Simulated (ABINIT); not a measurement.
**Input and output of a self-consistent single point for YIr2 (Fd-3m, 6 atoms in the cell) (ABINIT)**

Method: PBEsol, PAW (JTH v2.0 PBE PAW, files made for PBE) (plane waves; ABINIT).

The input file:

```
# YIr2, JTH v2.0 PBE PAW
pp_dirpath "./"
pseudos "Y.GGA_PBE-JTH.xml, Ir.GGA_PBE-JTH.xml"
acell 3*1.0 Angstrom
rprim
        -0.0000000000    3.7747250000    3.7747250000
         3.7747250000    0.0000000000    3.7747250000
         3.7747250000    3.7747250000    0.0000000000
natom 6
ntypat 2
znucl 39 77
typat 1 1 2 2 2 2
xcart
         3.7747250000    3.7747250000    3.7747250000
         5.6620875000    5.6620875000    5.6620875000
         0.9436812500    2.8310437500    2.8310437500
         2.8310437500    2.8310437500    0.9436812500
         2.8310437500    0.9436812500    2.8310437500
         0.9436812500    0.9436812500    0.9436812500
      Angstrom
ecut 20
pawecutdg 40
pawxcdev 0
ixc -116133
occopt 3
tsmear 0.00367493
nband 52
kptopt 1
ngkpt 4 4 4
nshiftk 1
shiftk 0 0 0
nstep 50
tolvrs 1.0e-10
prtwf 0
prtden 0
```

The program printed (abridged):

```
 Symmetries : space group Fd -3 m (#227); Bravais cF (face-center cubic)

 -outvars: echo values of preprocessed input variables --------
            acell      1.8897261329E+00  1.8897261329E+00  1.8897261329E+00 Bohr
             ecut      2.00000000E+01 Hartree
              ixc     -116133
         kptrlatt        4    0    0      0    4    0      0    0    4
          kptrlen      4.03514528E+01
            natom           6
            nband          52
            ngfft          45      45      45
          ngfftdg          60      60      60
             nkpt           8
            nstep          50
             nsym          48
           ntypat           2
           occopt           3
        pawecutdg      4.00000000E+01 Hartree
         pawxcdev           0
            rprim     -0.0000000000E+00  3.7747250000E+00  3.7747250000E+00
                       3.7747250000E+00  0.0000000000E+00  3.7747250000E+00
                       3.7747250000E+00  3.7747250000E+00  0.0000000000E+00
          spgroup         227
           tolvrs      1.00000000E-10
           tsmear      3.67493000E-03 Hartree
            typat      1  1  2  2  2  2
           useylm           1
             xred      5.0000000000E-01  5.0000000000E-01  5.0000000000E-01
                       7.5000000000E-01  7.5000000000E-01  7.5000000000E-01
                       6.2500000000E-01  1.2500000000E-01  1.2500000000E-01
                       1.2500000000E-01  1.2500000000E-01  6.2500000000E-01
                       1.2500000000E-01  6.2500000000E-01  1.2500000000E-01
                       1.2500000000E-01  1.2500000000E-01  1.2500000000E-01
            znucl       39.00000   77.00000

== DATASET  1 ==================================================================

 Real(R)+Recip(G) space primitive vectors, cartesian coordinates (Bohr,Bohr^-1):
 R(1)=  0.0000000  7.1331965  7.1331965  G(1)= -0.0700948  0.0700948  0.0700948
 R(2)=  7.1331965  0.0000000  7.1331965  G(2)=  0.0700948 -0.0700948  0.0700948
 R(3)=  7.1331965  7.1331965  0.0000000  G(3)=  0.0700948  0.0700948 -0.0700948
 Unit cell volume ucvol=  7.2590963E+02 bohr^3
 Angles (23,13,12)=  6.00000000E+01  6.00000000E+01  6.00000000E+01 degrees

 Coarse grid specifications (used for wave-functions):

 getcut: wavevector=  0.0000  0.0000  0.0000  ngfft=  45  45  45
         ecut(hartree)=     20.000   => boxcut(ratio)=   2.16657

 Fine grid specifications (used for densities):

 getcut: wavevector=  0.0000  0.0000  0.0000  ngfft=  60  60  60
         ecut(hartree)=     40.000   => boxcut(ratio)=   2.08909

   1.39724401E+04                                ecore*ucvol(ha*bohr**3)

_setup2: Arith. and geom. avg. npw (full set) are    3106.891    3106.851

--- !BeginCycle
solver: {iscf: 17, nstep: 50, nline: 4, wfoptalg: 10, }
tolerances: {tolvrs: 1.00E-10, }
...

     iter   Etot(hartree)      deltaE(h)  residm     nres2
 ETOT  1  -381.64338916485    -3.816E+02 1.321E+00 6.188E+01
 ETOT  2  -386.20832156312    -4.565E+00 1.252E-01 3.162E+01
 ETOT  3  -386.06495888234     1.434E-01 2.769E-02 3.218E+00
 ETOT  4  -386.05958888621     5.370E-03 6.703E-03 1.815E+00
 ETOT  5  -386.05356172750     6.027E-03 2.810E-03 2.497E-02
 ETOT  6  -386.05387166830    -3.099E-04 1.959E-03 6.443E-03
   [... 6 lines left out ...]
 ETOT 13  -386.05392793928    -9.260E-09 8.576E-04 2.661E-08
 ETOT 14  -386.05392794174    -2.460E-09 9.566E-04 7.115E-10
 ETOT 15  -386.05392794249    -7.529E-10 8.062E-04 8.559E-10
 ETOT 16  -386.05392794272    -2.265E-10 8.743E-04 2.445E-10
 ETOT 17  -386.05392794279    -7.515E-11 5.997E-04 5.735E-11

 At SCF step   17       nres2   =  5.73E-11 < tolvrs=  1.00E-10 =>converged.

 Cartesian components of stress tensor (hartree/bohr^3)
  sigma(1 1)=  1.47598117E-04  sigma(3 2)=  0.00000000E+00
  sigma(2 2)=  1.47598117E-04  sigma(3 1)=  0.00000000E+00
  sigma(3 3)=  1.47598117E-04  sigma(2 1)=  0.00000000E+00

 ----iterations are completed or convergence reached----

 reduced coordinates (array xred) for    6 atoms
       0.500000000000      0.500000000000      0.500000000000
       0.750000000000      0.750000000000      0.750000000000
       0.625000000000      0.125000000000      0.125000000000
       0.125000000000      0.125000000000      0.625000000000
       0.125000000000      0.625000000000      0.125000000000
       0.125000000000      0.125000000000      0.125000000000
 cartesian forces (eV/Angstrom) at end:
    1     -0.00000000000000     0.00000000000000    -0.00000000000000
    2     -0.00000000000000    -0.00000000000000     0.00000000000000
    3      0.00000000000000    -0.00000000000000     0.00000000000000
    4      0.00000000000000    -0.00000000000000     0.00000000000000
    5      0.00000000000000    -0.00000000000000     0.00000000000000
    6      0.00000000000000    -0.00000000000000     0.00000000000000
 frms,max,avg= 3.2424714E-30 6.9504980E-30   0.000E+00  0.000E+00  0.000E+00 e/A
 length scales=  1.889726132886  1.889726132886  1.889726132886 bohr
              =  1.000000000000  1.000000000000  1.000000000000 angstroms
 Fermi (or HOMO) energy (hartree) =   0.45168   Average Vxc (hartree)=  -0.44676
 Eigenvalues (hartree) for nkpt=   8  k points:
 kpt#   1, nband= 52, wtk=  0.01563, kpt=  0.0000  0.0000  0.0000 (reduced coord)
  -1.36961   -1.35147   -1.35147   -1.35147   -1.34417   -1.34417   -1.33602   -1.33602
  -1.33602   -1.33421   -1.33421   -1.33421   -1.09698   -1.09191   -0.37067   -0.37067
  -0.37067   -0.35670   -0.35670   -0.35670    0.12016    0.21853    0.23630    0.23630
   0.23630    0.29008    0.29008    0.30346    0.30346    0.30346    0.41487    0.41487
   0.41487    0.42487    0.42487    0.42754    0.42754    0.42754    0.42793    0.42793
   0.45063    0.45063    0.45063    0.48877    0.53341    0.53341    0.53341    0.55314
   0.55314    0.55314    0.62150    0.62201
      occupation numbers for kpt#   1
   2.00000    2.00000    2.00000    2.00000    2.00000    2.00000    2.00000    2.00000
   2.00000    2.00000    2.00000    2.00000    2.00000    2.00000    2.00000    2.00000
   2.00000    2.00000    2.00000    2.00000    2.00000    2.00000    2.00000    2.00000
   2.00000    2.00000    2.00000    2.00000    2.00000    2.00000    1.99991    1.99991
   1.99991    1.99865    1.99865    1.99720    1.99720    1.99720    1.99688    1.99688
   1.14237    1.14237    1.14237    0.00008    0.00000    0.00000    0.00000    0.00000
   0.00000    0.00000    0.00000    0.00000
 prteigrs : prtvol=0 or 1, do not print more k-points.

--- !EnergyTerms
comment             : Components of total free energy in Hartree
kinetic             :  6.02688648432171E+01
hartree             :  6.20240966864472E+01
xc                  : -3.03341786672246E+01
Ewald energy        : -3.22583808865789E+02
psp_core            :  1.92481813767523E+01
local_psp           : -2.24039005748977E+02
spherical_terms     :  4.93670392981299E+01
internal            : -3.86048811077444E+02
'-kT*entropy'       : -5.11365171699186E-03
total_energy        : -3.86053924729162E+02
total_energy_eV     : -1.05050615364648E+04
...

-Cartesian components of stress tensor (GPa)         [Pressure= -4.3425E+00 GPa]
- sigma(1 1)=  4.34248579E+00  sigma(3 2)=  0.00000000E+00
- sigma(2 2)=  4.34248579E+00  sigma(3 1)=  0.00000000E+00
- sigma(3 3)=  4.34248579E+00  sigma(2 1)=  0.00000000E+00

 Calculation completed.
```

The run converged in 17 iterations.

The starting cell comes from a database of computed structures (which also holds hypothetical and non-ambient phases and stackings), without a prior relaxation at this level. Spin polarisation is off. The potentials were made for another functional than the one used. With a pressure of about -4 GPa the cell is away from its equilibrium volume at this level.

Cost on one core of a shared machine: roughly 2 min.
